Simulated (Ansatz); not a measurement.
# Response to strain in B

Base system: B (space group R-3m, No. 166; a = 4.898 Å, c = 12.513 Å (hexagonal axes)). Axes: x lies along a and z along c of the hexagonal cell.

Strains are applied to the cell and any free atomic positions relax.

All numbers come from DFT with r2SCAN, PAW potentials and a 500 eV plane-wave cutoff in Ansatz (a quantum-chemistry and plane-wave program), no SOC, earlier PAW set.

Candidates:
(a) uniaxial strain ε_xx = +2.31 %
(b) strain tensor (xx, yy, zz, yz, xz, xy) = (+0.17, +1.70, −1.11, +0.23, +0.15, +0.08) %
(c) uniaxial strain ε_zz = +0.16 %
(d) isotropic strain +3.22 %
(e) uniaxial strain ε_xx = −4.37 %

For the base:

* **Band gap**: 1.62 eV

Order them by band gap, lowest first.

(e) uniaxial strain ε_xx = −4.37 % (1.12 eV), (c) uniaxial strain ε_zz = +0.16 % (1.60 eV), (a) uniaxial strain ε_xx = +2.31 % (1.72 eV), (b) strain tensor (xx, yy, zz, yz, xz, xy) = (+0.17, +1.70, −1.11, +0.23, +0.15, +0.08) % (1.75 eV), (d) isotropic strain +3.22 % (1.83 eV)

No phonon test of stability was made.
